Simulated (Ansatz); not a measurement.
System: Li3OCl (Pm-3m, No. 221, 5 atoms in the cell; start mp-985585). Method: HSE06 in Ansatz (PAW).

Run with plane-wave cutoff 520 eV, 8×8×8 k mesh, scalar-relativistic PAW data made under PBE.

Computed at the level's own relaxed cell.

```xyz
5
Lattice="3.8460 0.0000 0.0000 0.0000 3.8460 0.0000 0.0000 0.0000 3.8460" Properties=species:S:1:pos:R:3 pbc="T T T"
Li     0.0000     1.9230     1.9230
Li     1.9230     0.0000     1.9230
Li     1.9230     1.9230     0.0000
Cl     0.0000     0.0000     0.0000
O      1.9230     1.9230     1.9230
```

### Question
Give the elastic tensor (Voigt notation, GPa, ions relaxed, in the Cartesian axes of the cell as printed).

### Answer

```
  103.0    34.0    34.0     0.0     0.0     0.0
   34.0   103.0    34.0     0.0     0.0     0.0
   34.0    34.0   103.0     0.0     0.0     0.0
    0.0     0.0     0.0    49.2     0.0     0.0
    0.0     0.0     0.0     0.0    49.2     0.0
    0.0     0.0     0.0     0.0     0.0    49.2
```

Note: the relaxation could not lower the start's symmetry, so the cell can be a saddle point above a distorted one.

A start named mp-… is a Materials Project structure, which need not be a measured phase.

Ansatz is a program for electronic structure.
